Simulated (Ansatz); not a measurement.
# Pressure series in hypothetical Pm-3n SiC

Take SiC (space group Pm-3n, No. 223; a = 5.3313 Å; a hypothetical phase, not in the database extracts checked) as the base.

Cell and atoms are relaxed at each pressure.

The values are results of PBEsol/PAW in Ansatz (an electronic-structure program), spin-orbit coupling left out, not measurements.

```json
[
 {"pressure (GPa)": "-2", "volume per atom (Å³/atom)": "12.778"},
 {"pressure (GPa)": "-1", "volume per atom (Å³/atom)": "12.700"},
 {"pressure (GPa)": "0", "volume per atom (Å³/atom)": "12.628"},
 {"pressure (GPa)": "0.3", "volume per atom (Å³/atom)": "12.606"},
 {"pressure (GPa)": "0.7", "volume per atom (Å³/atom)": "?"},
 {"pressure (GPa)": "3", "volume per atom (Å³/atom)": "12.418"},
 {"pressure (GPa)": "5", "volume per atom (Å³/atom)": "12.286"},
 {"pressure (GPa)": "7.5", "volume per atom (Å³/atom)": "12.131"},
 {"pressure (GPa)": "10", "volume per atom (Å³/atom)": "11.985"}
]
```

Problem. Fit the third-order Birch–Murnaghan form P(V) = (3B₀/2)[(V₀/V)^(7/3) − (V₀/V)^(5/3)]·[1 + (3/4)(B₀′ − 4)((V₀/V)^(2/3) − 1)] (squares taken in P) to the rows shown and predict the withheld row.

Solution. Least squares on the printed values gives V₀ = 12.627 Å³/atom, B₀ = 173 GPa, B₀′ = 3.8; this predicts 12.577 Å³/atom, and the run gives 12.577 Å³/atom, in agreement.

Load acts through the strain it causes; cell and atoms are relaxed under it. Whether these cells are dynamically stable was not tested. No other phases were tried under pressure.
